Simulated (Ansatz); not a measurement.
**C (model structure, P4₂/ncm, No. 138, 12 atoms in the cell)**

Method: r²SCAN+rVV10 (plane waves, PAW; Ansatz, an electronic-structure program).

Run with plane-wave cutoff 560 eV, 10×10×8 k mesh (along the axes of the cell as run), Fermi–Dirac smearing 0.01 eV, scalar-relativistic PAW data made under PBE.

Cell (relaxed at this level):

```
C
1.0
    3.41451     0.00000     0.00000
    0.00000     3.41451     0.00000
    0.00000     0.00000     6.06087
C
12
Cartesian
  2.83994   1.13269   2.17988
  0.57456   2.28182   2.17988
  0.57456   1.13269   5.21031
  2.83994   2.28182   5.21031
  2.28182   2.83994   3.88099
  1.13269   0.57456   3.88099
  1.13269   2.83994   0.85055
  2.28182   0.57456   0.85055
  0.00000   0.00000   3.03043
  1.70725   1.70725   0.00000
  1.70725   1.70725   3.03043
  0.00000   0.00000   0.00000
```

```json
{
 "band_gap": "3.99 eV (on the SCF k mesh)",
 "Γ–Γ gap": "5.25 eV"
}
```

Note: the relaxation could raise the start's symmetry but not lower it, so the cell can be a saddle point.

Computed values are for the static lattice.

Cost on a shared machine: about 6 core-minutes (a rough figure).

A model structure was made by putting elements into a prototype or built by hand; it is no filed structure, need not be a known phase, and can be a saddle point held by its symmetry.
